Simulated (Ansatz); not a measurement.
# KBr: 2 layers

The parent structure is KBr in the rock salt structure (space group Fm-3m, No. 225; a = 6.6082 Å). Axes: x, y, z lie along the cube axes.

It is then changed as follows: a free-standing slab of 2 layers (4 atoms, 2 a layer) is cut normal to the z axis, with 15 Å of vacuum and the in-plane cell held at bulk.

All numbers come from r2SCAN (Ansatz, a first-principles code; PAW; 500 eV plane waves; spin-orbit coupling left out). Γ-centred 7×7×1 mesh, Fermi–Dirac width 0.05 eV, for the changed cell.

```json
[
 {"quantity": "shortest interatomic distance", "base": "3.304 Å", "changed": "3.270 Å", "shift": "-0.034 Å"},
 {"quantity": "band gap", "base": "5.07 eV", "changed": "5.18 eV", "shift": "+0.115 eV"},
 {"quantity": "gap character", "base": "–", "changed": "direct at Γ", "shift": "–"},
 {"quantity": "valence-band top at Γ (three highest levels, from the VBM)", "base": "0.00, 0.00, 0.00 eV", "changed": "0.00, 0.00, -0.13 eV", "shift": "–"},
 {"quantity": "excess energy per area of both faces (slab less bulk energy over the cell's area: twice a surface energy)", "base": "–", "changed": "0.26 J/m²", "shift": "–"},
 {"quantity": "thickness between the outermost nuclei", "base": "–", "changed": "3.34 Å", "shift": "–"}
]
```

Final structure:

```yaml
crystal:
  lattice:
    - [4.67272, 0.00000, 0.00000]
    - [0.00000, 4.67272, 0.00000]
    - [0.00000, 0.00000, 18.30411]
  atoms:
    - { symbol: Br, position: [0.25000, 0.75000, 0.40865] }
    - { symbol: K, position: [0.75000, 0.25000, 0.41272] }
    - { symbol: Br, position: [0.75000, 0.25000, 0.59135] }
    - { symbol: K, position: [0.25000, 0.75000, 0.58728] }
```

Cost of the whole job for the changed cell (relaxation, final SCF and bands): around 100 core-seconds (rough).

The excess energy carries the mismatch between the slab's and the bulk's meshes. Stability against distortions was not tested. Labels are those of the standard path for the cell's own space group.
